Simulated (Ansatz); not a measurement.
**TiSi2: pressure series**

Start from TiSi$_{2}$ (space group Fddd, No. 70).

```cif
data_Si16Ti8
_chemical_formula_sum 'Si16 Ti8'
_space_group_name_H-M_alt 'Fddd :1'
_space_group_IT_number 70
_space_group_name_Hall 'F 2 2 -1d'
_cell_length_a 4.77914
_cell_length_b 8.22955
_cell_length_c 8.52060
_cell_angle_alpha 90.000
_cell_angle_beta 90.000
_cell_angle_gamma 90.000
loop_
_atom_site_label
_atom_site_type_symbol
_atom_site_symmetry_multiplicity
_atom_site_Wyckoff_symbol
_atom_site_fract_x
_atom_site_fract_y
_atom_site_fract_z
_atom_site_occupancy
Si1 Si 16 f 0.00000 0.33747 0.00000 1
Ti1 Ti 8 a 0.00000 0.00000 0.00000 1
```
(The calculation used a cell of 6 atoms; values per cell refer to that cell.)

Cell and atoms are relaxed at each pressure.

Level of theory: DFT with r2SCAN, PAW potentials and a 500 eV plane-wave cutoff in Ansatz (a first-principles code), spin-orbit coupling left out.

Notes on the quantities. enthalpy: H = E + PV relative to the base's energy.

| case | enthalpy | shortest interatomic distance | density |
|---|---|---|---|
| base | – | 2.519 Å | 4.12 g/cm³ |
| pressure −2 GPa | -0.18 eV/atom | ? | 4.07 g/cm³ |
| pressure −1 GPa | -0.09 eV/atom | 2.524 Å | 4.10 g/cm³ |
| pressure 0.9 GPa | +0.08 eV/atom | 2.515 Å | 4.15 g/cm³ |
| pressure 2.1 GPa | +0.18 eV/atom | ? | 4.18 g/cm³ |
| pressure 4.5 GPa | +0.39 eV/atom | 2.500 Å | 4.24 g/cm³ |
| pressure 9 GPa | +0.76 eV/atom | 2.482 Å | 4.35 g/cm³ |
| pressure 15 GPa | +1.25 eV/atom | 2.461 Å | 4.49 g/cm³ |
| pressure 22.5 GPa | +1.84 eV/atom | 2.438 Å | 4.64 g/cm³ |
| pressure 30 GPa | +2.41 eV/atom | 2.418 Å | 4.78 g/cm³ |

**Question.** Complete the table.

**Answer.** 
- pressure −2 GPa, shortest interatomic distance: 2.529 Å
- pressure 2.1 GPa, shortest interatomic distance: 2.510 Å

Load acts through the strain it causes; cell and atoms are relaxed under it. No phonon test of stability was made. Competing high-pressure phases were not computed. The final runs are not spin-polarised.
